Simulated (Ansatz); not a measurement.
Mn5Ge3 (space group P6_3/mcm, No. 193; ferromagnetic; a cell from a computed database, its experimental status unchecked)

```
CELL_PARAMETERS angstrom
      7.01237     0.00000     0.00000
     -3.50619     6.07289     0.00000
      0.00000     0.00000     4.87435
ATOMIC_POSITIONS crystal
  Mn 0.24504 0.24504 0.75000
  Mn 0.75496 0.75496 0.25000
  Mn 0.00000 0.24504 0.25000
  Mn 0.00000 0.75496 0.75000
  Mn 0.75496 0.00000 0.75000
  Mn 0.24504 0.00000 0.25000
  Mn 0.33333 0.66667 0.00000
  Mn 0.66667 0.33333 0.00000
  Mn 0.66667 0.33333 0.50000
  Mn 0.33333 0.66667 0.50000
  Ge 0.60633 0.00000 0.25000
  Ge 0.39367 0.00000 0.75000
  Ge 0.60633 0.60633 0.75000
  Ge 0.39367 0.39367 0.25000
  Ge 0.00000 0.60633 0.25000
  Ge 0.00000 0.39367 0.75000
```

Calculations: PBEsol (Ansatz, an electronic-structure program; PAW; 420 eV plane waves; no spin-orbit coupling). k-mesh 6×6×8 (Γ-centred); smearing 0.05 eV (Fermi–Dirac).

| Property | Result |
|---|---|
| Volume per atom | 12.97 Å³ |
| Density | 7.88 g/cm³ |
| Band gap | zero |
| Magnetic state | ferromagnetic |
| Total energy | -4013.132 eV/atom (σ→0; compares only within this code and set-up) |

Other magnetic orders, which the real material may have, were not ruled out. Whether these cells are dynamically stable was not tested.
